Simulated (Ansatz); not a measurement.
# Response to strain in ZnSe

The parent structure is ZnSe in the zinc blende structure (space group F-43m, No. 216; a = 5.6656 Å).

Strains are applied to the cell and any free atomic positions relax.

All numbers come from Kohn–Sham DFT with the r2SCAN functional, run in Ansatz (a program for electronic structure) with PAW and 500 eV plane waves, scalar-relativistic without spin-orbit coupling.

Notes on the quantities. energy relative to the base: free energy F.

| isotropic strain (%) | energy relative to the base (meV/atom) |
|---|---|
| -3 | 41.6 |
| -2.5 | ? |
| -2 | 17.8 |
| -1.5 | 9.8 |
| -1 | 4.3 |
| -0.5 | 1.0 |
| 0 | 0.0 |

Task: Fit ΔE = Aε² + Bε³ (ε in %) to the rows shown and predict the withheld row.

Result: Least squares on the printed values gives A = 4.10 and B = -0.17 meV/atom (largest residual 0.0 meV/atom); this predicts 28.3 meV/atom, and the run gives 28.4 meV/atom, in agreement.

Whether these cells are dynamically stable was not tested.
